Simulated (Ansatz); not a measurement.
**MgS (model structure, started from the GeS type, Fm-3m, No. 225, 8 atoms in the cell)**

These are PBE-D3(BJ) (Ansatz, a quantum-chemistry and plane-wave program, plane waves, PAW) values and carry that method's errors.

Settings: plane-wave cutoff 520 eV, 6×16×14 k mesh (along the axes of the cell as run), Fermi–Dirac smearing 0.05 eV, scalar-relativistic PAW data made under PBE.

Cell (relaxed at this level):

```
MgS
1.0
   10.31014     0.00000     0.00000
    0.00000     3.64517     0.00000
    0.00000     0.00000     3.64522
Mg S
4 4
Cartesian
  1.28876   0.91129   0.91116
  3.86631   2.73388   2.73377
  9.02138   2.73388   2.73406
  6.44383   0.91129   0.91145
  9.02137   0.91129   0.91142
  6.44384   2.73388  -0.91119
  1.28877   2.73388   2.73380
  3.86630   0.91129   4.55642
```

```yaml
band_gap: 2.85 eV (on the SCF k mesh)
```

Computing time: very roughly 11 core-minutes.

A model structure was made by putting elements into a prototype or built by hand; here it ended with the formula and space group of a phase in our tables.
